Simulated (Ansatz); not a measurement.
The starting structures come from a database of crystals and need not be the phases stable at ambient conditions.

# Evanescent states of SnSe2 (P-3m1, CdI2 type, not sure to be the ambient phase, 3 atoms a cell, 25.6 Å³ an atom) along the normal of (100)

The numbers are results of r2SCAN (plane waves, PAW; Ansatz, a quantum-chemistry and plane-wave program), not measurements.

No gap correction and no spin-orbit coupling; mid-gap values are interpolated between computed energies.

Energies count from the valence-band top; κ is the least over a 8×6 mesh across the current.

```json
[
 {"E (eV)": "0.03", "κ (1/Å)": "0.022", "where": "off Γ"},
 {"E (eV)": "0.07", "κ (1/Å)": "0.098", "where": "off Γ"},
 {"E (eV)": "0.12", "κ (1/Å)": "0.117", "where": "Γ"},
 {"E (eV)": "0.17", "κ (1/Å)": "0.118", "where": "Γ"},
 {"E (eV)": "0.23", "κ (1/Å)": "0.118", "where": "Γ"},
 {"E (eV)": "0.28", "κ (1/Å)": "0.117", "where": "Γ"},
 {"E (eV)": "0.33", "κ (1/Å)": "0.116", "where": "Γ"},
 {"E (eV)": "0.38", "κ (1/Å)": "0.114", "where": "Γ"},
 {"E (eV)": "0.42", "κ (1/Å)": "0.112", "where": "Γ"},
 {"E (eV)": "0.47", "κ (1/Å)": "0.110", "where": "Γ"},
 {"E (eV)": "0.53", "κ (1/Å)": "0.103", "where": "off Γ"},
 {"E (eV)": "0.57", "κ (1/Å)": "0.089", "where": "off Γ"},
 {"E (eV)": "0.62", "κ (1/Å)": "0.046", "where": "off Γ"}
]
```

Q: How thick must the barrier be to attenuate the transmission by 10^6 when the electrodes' Fermi level lies at 0.62 eV, and what attenuation does that film give at 0.38 eV?

A: d = 6 ln 10 / (2 × 0.046) = 150.2 Å. At 0.38 eV it gives 6 × 0.114/0.046 = 14.9 decades.
